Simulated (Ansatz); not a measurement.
Input:

```xyz
8
Lattice="5.8280 0.0000 0.0000 0.0000 5.8280 0.0000 2.9140 -2.9140 5.4532" Properties=species:S:1:pos:R:3 pbc="T T T"
Cu     2.9140     0.0000     2.7266
Cu     0.0000     0.0000     0.0000
Ga     5.8280     2.9140     2.7266
Ga     5.8280     0.0000     5.4532
Se     4.3459     1.4570     4.0899
Se     7.3101    -1.4570     4.0899
Se     1.4570     1.4319     1.3633
Se     4.3710     4.3961     1.3633
```

No spin polarisation.

Calculations: Ansatz (an electronic-structure program), PBE, PAW, cutoff 420 eV, scalar-relativistic without spin-orbit coupling, earlier PAW set. Γ-centred 8×8×8 mesh, Fermi–Dirac width 0.05 eV.

### Question
Predict the pressure (mean of the normal stresses, compression positive).

### Answer
-1.3 GPa.

### Question
What is the computed space group?

### Answer
I-42d (No. 122).

The cells carry an imposed strain or load. Stability against distortions was not tested. The final runs are not spin-polarised. The cell was made from GaCuSe2 in the chalcopyrite structure (space group I-42d, No. 122) by this change: biaxial strain +2.75 %, plane normal [001], relaxed out of plane.
